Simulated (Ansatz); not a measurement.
Start from MgS in the rock salt structure (space group Fm-3m, No. 225; a = 5.129 Å). Axes: x, y, z lie along the cube axes.

The values are results of LDA (Ansatz, an electronic-structure program; PAW; 420 eV plane waves; scalar-relativistic without spin-orbit coupling), not measurements.

Before the change:

The pressure is 0.00 GPa and the valence-band top at Γ is 0.00, 0.00, 0.00 eV. The electron mass comes out as 0.53 mₑ along k, 0.28 mₑ across (at X).

Modification: the cell is compressed by 0.50 % along z with no lateral relaxation, atoms relaxed at fixed cell.

Question: What does the calculation give for the pressure after the change?

Answer: The pressure (mean of the normal stresses, compression positive) goes from zero to 0.42 GPa.

Question: Estimate the effect on the valence-band top at Γ.

Answer: The valence-band top at Γ (three highest levels, from the VBM) becomes 0.00, 0.00, -0.02 eV (base: 0.00, 0.00, 0.00 eV).

Question: Estimate the effect on the electron mass.

Answer: The electron mass goes from 0.53 mₑ along k, 0.28 mₑ across (at X) to 0.52 mₑ along k, 0.29 mₑ across (at X).

The levels and masses belong to the bands next to the band gap. The cells carry an imposed strain or load. Effective masses come from finite differences of ±0.01 Å⁻¹. Along k means along the line from Γ to the band edge. No phonon test of stability was made.
